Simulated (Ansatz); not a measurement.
I on the 1x1 (110) surface of bcc Mo, one in a 2x2 cell, energies for each (28.3 Å²). Energies are against ½ I2(g), without zero-point or thermal terms; each row is named by its start.

Calculation: PBE (plane waves to 420 eV, PAW; Ansatz, an electronic-structure program).

Question: Which site binds most strongly?
A. top Mo
B. bridge Mo-Mo (span 2.7 Å)
C. bridge Mo-Mo (span 3.2 Å)
D. hollow Mo-Mo-Mo

Answer: D, hollow Mo-Mo-Mo. Adsorption energies: hollow Mo-Mo-Mo -2.45 eV; bridge Mo-Mo (span 3.2 Å) -2.39 eV; bridge Mo-Mo (span 2.7 Å) -2.24 eV; top Mo -1.76 eV.
